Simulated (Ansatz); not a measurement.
Base system: CuCl (space group P3_121, No. 152; a = 3.9763 Å, c = 8.9739 Å; a hypothetical phase, not in the database extracts checked; made of chains).

It is then changed as follows: cell and atoms relaxed at a pressure of 10 GPa.

Levels (all Ansatz, an electronic-structure program, PAW): PBEsol (420 eV, no SOC); HSE06 (420 eV, spin-orbit coupling left out).

The geometry is relaxed with PBEsol.

```
Quantity           Value
---------------  -------
PBEsol band gap  0.59 eV
```

With HSE06 at the same geometry, the band gap goes up by 1.81 eV, from 0.59 eV to 2.40 eV.

Single points use the geometry relaxed with PBEsol. HSE06 gaps are upper bounds (no full band path). Load acts through the strain it causes; cell and atoms are relaxed under it. Whether these cells are dynamically stable was not tested. No other phases were tried under pressure. No Hubbard U is applied. The final runs are not spin-polarised. Along this pressure series the structure jumps between 0 GPa and pressure 0.3 GPa; cells beyond that are another form of it. No dispersion term is included in the PBEsol runs.
